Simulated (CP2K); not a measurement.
**A self-consistent single point of SiMo₃ (Pm-3n, 8 atoms in the cell) with CP2K**

Computed with PBE, GPW, DZVP-MOLOPT-PBE-GTH basis, GTH-PBE potentials (POTENTIAL_UZH) in CP2K.

Input as run:

```
&GLOBAL
  PROJECT run
  RUN_TYPE ENERGY_FORCE
  PRINT_LEVEL LOW
&END GLOBAL
&FORCE_EVAL
  METHOD Quickstep
  STRESS_TENSOR ANALYTICAL
  &DFT
    BASIS_SET_FILE_NAME BASIS_MOLOPT_UZH
    POTENTIAL_FILE_NAME POTENTIAL_UZH
    &QS
      METHOD GPW
      EPS_DEFAULT 1E-10
    &END QS
    &MGRID
      CUTOFF 500
      REL_CUTOFF 50
      NGRIDS 5
    &END MGRID
    &SCF
      SCF_GUESS ATOMIC
      EPS_SCF 1E-6
      MAX_SCF 100
      ADDED_MOS 15
      &DIAGONALIZATION
        ALGORITHM STANDARD
      &END DIAGONALIZATION
      &MIXING
        METHOD BROYDEN_MIXING
        ALPHA 0.2
        NBUFFER 8
        BETA 1
      &END MIXING
      &SMEAR ON
        METHOD FERMI_DIRAC
        ELECTRONIC_TEMPERATURE [K] 1160.45
      &END SMEAR
    &END SCF
    &KPOINTS
      SCHEME MONKHORST-PACK 5 5 5
    &END KPOINTS
    &XC
      &XC_FUNCTIONAL PBE
      &END XC_FUNCTIONAL
    &END XC
    &PRINT
      &MO
        EIGENVALUES T
        OCCUPATION_NUMBERS T
        NDIGITS 8
        FILENAME mo
        &EACH
          QS_SCF 0
        &END EACH
        ADD_LAST NUMERIC
      &END MO
      &MULLIKEN OFF
      &END MULLIKEN
    &END PRINT
  &END DFT
  &SUBSYS
    &CELL
      A 4.81439900 0.00000000 0.00000000
      B 0.00000000 4.81439900 0.00000000
      C 0.00000000 0.00000000 4.81439900
      PERIODIC XYZ
    &END CELL
    &COORD
      SCALED
      Si       0.50000000     0.50000000     0.50000000
      Si       0.00000000     0.00000000     0.00000000
      Mo       0.00000000     0.50000000     0.25000000
      Mo       0.00000000     0.50000000     0.75000000
      Mo       0.25000000     0.00000000     0.50000000
      Mo       0.75000000     0.00000000     0.50000000
      Mo       0.50000000     0.25000000     0.00000000
      Mo       0.50000000     0.75000000     0.00000000
    &END COORD
    &KIND Si
      BASIS_SET DZVP-MOLOPT-PBE-GTH-q4
      POTENTIAL GTH-PBE-q4
    &END KIND
    &KIND Mo
      BASIS_SET DZVP-MOLOPT-PBE-GTH-q14
      POTENTIAL GTH-PBE-q14
    &END KIND
  &END SUBSYS
  &PRINT
    &FORCES ON
    &END FORCES
    &STRESS_TENSOR ON
    &END STRESS_TENSOR
  &END PRINT
&END FORCE_EVAL
```

Output (repeated stretches shortened):

```
 GLOBAL| Method name                                                        CP2K
 GLOBAL| Project name                                                        run
 GLOBAL| Run type                                                   ENERGY_FORCE

 TOTAL NUMBERS AND MAXIMUM NUMBERS

  Total number of            - Atomic kinds:                                   2
                             - Atoms:                                          8
                             - Shell sets:                                     8
                             - Shells:                                        58
                             - Primitive Cartesian functions:                 44
                             - Cartesian basis functions:                    214
                             - Spherical basis functions:                    182

  Maximum angular momentum of- Orbital basis functions:                        3
                             - Local part of the GTH pseudopotential:          2
                             - Non-local part of the GTH pseudopotential:      4

 SCF PARAMETERS         Density guess:                                    ATOMIC
                        max_scf:                                             100
                        max_diis:                                              4
                        eps_scf:                                        1.00E-06
                        eps_diis:                                       1.00E-01
                        eps_eigval:                                     1.00E-05
                        level_shift [a.u.]:                             0.000000
                        added MOs                                        15    0
                        Mixing method:                            BROYDEN_MIXING
                                                charge density mixing in g-space
                        Smear method:                                FERMI_DIRAC
                        Electronic temperature [K]:                       1160.5
                        Electronic temperature [a.u.]:                  3.67E-03
                        Accuracy threshold:                             1.00E-10
                        No outer SCF

 Extrapolation method: initial_guess

 Number of electrons:                                                         92
 Number of occupied orbitals:                                                 46
 Number of molecular orbitals:                                                61

 Number of orbital functions:                                                182
 Number of independent orbital functions:                                    182

 SCF WAVEFUNCTION OPTIMIZATION

  Step     Update method      Time    Convergence         Total energy    Change
     1 NoMix/Diag. 0.20E+00      -     0.86978547      -417.1694292625 -4.17E+02
     2 Broy./Diag. 0.20E+00      -     0.05390216      -424.1085080007 -6.94E+00
     3 Broy./Diag. 0.20E+00      -     0.13293317      -419.0461202187  5.06E+00
     4 Broy./Diag. 0.20E+00      -     0.01176089      -415.2133381878  3.83E+00
     5 Broy./Diag. 0.20E+00      -     0.01089545      -414.9484771829  2.65E-01
     6 Broy./Diag. 0.20E+00      -     0.00015949      -414.8480553714  1.00E-01
     7 Broy./Diag. 0.20E+00      -     0.00032869      -414.8525407403 -4.49E-03
     8 Broy./Diag. 0.20E+00      -     0.00001832      -414.8541642981 -1.62E-03
     9 Broy./Diag. 0.20E+00      -     0.00005046      -414.8532958258  8.68E-04
    10 Broy./Diag. 0.20E+00      -     0.00000058      -414.8532119999  8.38E-05

  *** SCF run converged in    10 steps ***

  Electronic density on regular grids:        -91.9999999990        0.0000000010
  Core density on regular grids:               91.9999999946       -0.0000000054
  Total charge density on r-space grids:       -0.0000000043
  Total charge density g-space grids:          -0.0000000043

  Overlap energy of the core charge distribution:               0.00000000002730
  Self energy of the core charge distribution:               -787.21470763449861
  Core Hamiltonian energy:                                    180.33983109721547
  Hartree energy:                                             242.33782855552383
  Exchange-correlation energy:                                -50.31275696454347
  Electronic entropic energy:                                  -0.00340705067340
  Fermi energy:                                                 0.64336479246908

  Total energy:                                              -414.85321199990210
  Total energy (extrapolated to T->0):                       -414.85150847456538

 ENERGY| Total FORCE_EVAL ( QS ) energy [hartree]           -414.853048482228985

 FORCES| Atomic forces [hartree/bohr]
 FORCES|   Atom     x               y               z               |f|
 FORCES|      1  8.44871756E-10  7.97549494E-09 -4.14628580E-11   8.02022737E-09
 FORCES|      2  1.09438683E-08  1.46145076E-08  1.98170579E-10   1.82590075E-08
 FORCES|      3 -8.50191584E-09 -2.51313781E-09 -1.74908704E-09   9.03646723E-09
 FORCES|      4 -6.94353532E-09 -4.07157620E-09  1.90068569E-09   8.27061193E-09
 FORCES|      5 -1.28495013E-07 -7.39437457E-09 -5.56409244E-09   1.28827808E-07
 FORCES|      6  1.41948368E-07  7.07770044E-10  4.23046427E-09   1.42013158E-07
 FORCES|      7 -9.33290001E-09  1.47405498E-07  5.02222349E-09   1.47786016E-07
 FORCES|      8 -1.23898240E-09 -1.57499154E-07 -4.77202382E-09   1.57576301E-07
 FORCES| Sum    -7.75238162E-10 -7.74971887E-10 -7.75122120E-10
 FORCES| Total atomic force                                       1.34253117E-09

 STRESS| Analytical stress tensor [bar]
 STRESS|                        x                   y                   z
 STRESS|      x        1.79227751909E+05  -1.46486319875E-04   7.20928917751E-03
 STRESS|      y       -1.46486319875E-04   1.79227800392E+05   7.20960868584E-03
 STRESS|      z        7.20928917751E-03   7.20960868584E-03   1.79228088505E+05
 STRESS| 1/3 Trace                                             1.79227880269E+05
```

The run converged in 10 iterations.

The starting cell comes from a database of computed structures (which also holds hypothetical and non-ambient phases and stackings), without a prior relaxation at this level. Its lattice was rescaled by a random factor within 2.5 % of one. Spin polarisation is off. Values carry the incompleteness of an atom-centred basis. With a pressure of about 18 GPa the cell is away from its equilibrium volume at this level.

Cost on one core of a shared machine: roughly 90 s.
